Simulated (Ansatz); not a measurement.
Start from ZnS in the zinc blende structure (space group F-43m, No. 216).

```yaml
crystal:
  lattice:
    - [0.00000, 2.64841, 2.64841]
    - [2.64841, 0.00000, 2.64841]
    - [2.64841, 2.64841, 0.00000]
  atoms:
    - { symbol: Zn, position: [0.00000, 0.00000, 0.00000] }
    - { symbol: S, position: [0.75000, 0.75000, 0.75000] }
```

Cartesian axes are those of the cell as printed.

Calculations: plane-wave PAW DFT at the LDA level (Ansatz, a program for electronic structure, 420 eV), no spin-orbit coupling.

Before the change:

| Item | Value |
|---|---|
| Valence-band top at Γ | 0.00, 0.00, 0.00 eV |
| Valley order | Γ 2.13 eV; X along ⟨100⟩ 3.05 eV; L along ⟨111⟩ 3.20 eV |

It is then changed as follows: biaxial strain −0.50 %, plane normal [001], relaxed out of plane (Cartesian); in-plane vectors clamped, the third vector and the atoms free.

Q: Predict the new valence-band top at Γ and valley order.

A: The valence-band top at Γ (three highest levels, from the VBM) changes from 0.00, 0.00, 0.00 eV to 0.00, 0.00, -0.04 eV; the valley order (the lowest conduction-band minima on the path, energy above the VBM, named in the base's zone) becomes Γ 2.13 eV; X along [010] 3.01 eV; X along [001] 3.07 eV; L along [111] 3.19 eV (base: Γ 2.13 eV; X along ⟨100⟩ 3.05 eV; L along ⟨111⟩ 3.20 eV).

The levels and masses belong to the bands next to the band gap. Whether these cells are dynamically stable was not tested.
